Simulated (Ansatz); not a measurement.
Start from BaTiO3 in the cubic perovskite structure (space group Pm-3m, No. 221).

```
CELL_PARAMETERS angstrom
      3.93456     0.00000     0.00000
      0.00000     3.93456     0.00000
      0.00000     0.00000     3.93456
ATOMIC_POSITIONS crystal
  Ba 0.00000 0.00000 0.00000
  Ti 0.50000 0.50000 0.50000
  O  0.50000 0.00000 0.50000
  O  0.00000 0.50000 0.50000
  O  0.50000 0.50000 0.00000
```

Cartesian axes are those of the cell as printed.

Calculations: LDA/PAW in Ansatz (a first-principles code), without spin-orbit coupling.

For the base:

| Quantity | Result |
|---|---|
| Band gap | 1.83 eV |

Now apply this change: biaxial strain +0.60 %, plane normal [001], relaxed out of plane (Cartesian); in-plane vectors clamped, the third vector and the atoms free.

How does this affect the band gap?

The band gap falls by 0.04 eV to 1.79 eV.

How does this affect the out-of-plane strain?

The out-of-plane strain amounts to -0.40 %.

Whether these cells are dynamically stable was not tested. All final runs are without spin polarisation. Many cubic perovskites are stable only at high temperature; tilts and polar distortions were not tested. This is not the structure that BaTiO3 has at room temperature and ambient pressure.
